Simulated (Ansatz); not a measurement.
ZnS: response to strain

The reference is ZnS in the zinc blende structure (space group F-43m, No. 216; a = 5.3891 Å).

Strains are applied to the cell and any free atomic positions relax.

Calculations: r2SCAN, PAW, 500 eV (Ansatz, a quantum-chemistry and plane-wave program; no spin-orbit coupling).

```csv
isotropic strain (%),pressure (GPa)
-3,8.8
-2.5,7.0
-2,5.4
-1.5,3.9
-1,2.5
-0.5,?
0,0.0
```

### Question
Fit P = P₀ − Bδ + Cδ² with δ = (1 + ε)³ − 1 to the rows shown and predict the withheld row.

### Answer
Least squares on the printed values gives P₀ = 0.0 GPa, B = 74.3 GPa, C = 299 GPa (largest residual 0.0 GPa); this predicts 1.2 GPa, and the run gives 1.2 GPa, in agreement.

No phonon test of stability was made.
